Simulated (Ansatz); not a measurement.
# Al2Cu with two functionals, biaxial strain +1.79 %, plane normal [001], relaxed out of plane

Consider Al₂Cu (space group I4/mcm, No. 140; a = 6.059 Å, c = 4.874 Å). Axes: x, y, z lie along a, b, c of the conventional cell.

(Cell as relaxed with PBE.)

Levels (all Ansatz, a first-principles code, PAW, earlier PAW set): PBE (420 eV, no spin-orbit coupling); r2SCAN (500 eV, no spin-orbit coupling).

Each level relaxes its own structure.

```csv
base,PBE,r2SCAN
volume per atom,14.91 Å³,14.40 Å³
lattice parameter a,6.059 Å,6.006 Å
band gap,zero,zero
```

Now apply this change: tensile biaxial strain of 1.79 % in the plane normal to [001], as in epitaxy on a mismatched substrate; the out-of-plane cell vector and the atoms relax.

| quantity | PBE | r2SCAN |
|---|---|---|
| pressure (mean of the normal stresses, compression positive) | -2.1 GPa | -2.6 GPa |
| energy relative to the base (free energy F) | +5.8 meV/atom | +6.5 meV/atom |
| volume per atom | 15.25 Å³ | 14.76 Å³ |

PBE's pressure lies 0.5 GPa above r2SCAN's; PBE's energy relative to the base lies 0.7 meV/atom below r2SCAN's; PBE's volume per atom lies 0.49 Å³ above r2SCAN's (3.3 %). Neither level is exact; r2SCAN is the comparison here, not a measurement.

A biaxial case was relaxed in a doubled cell and then solved in the primitive one. Without a gap, meshes like the base's 12×12×12 leave anisotropic stresses uncertain by several tenths of a GPa, and small strain energies with them. No phonon test of stability was made. The final runs are not spin-polarised.
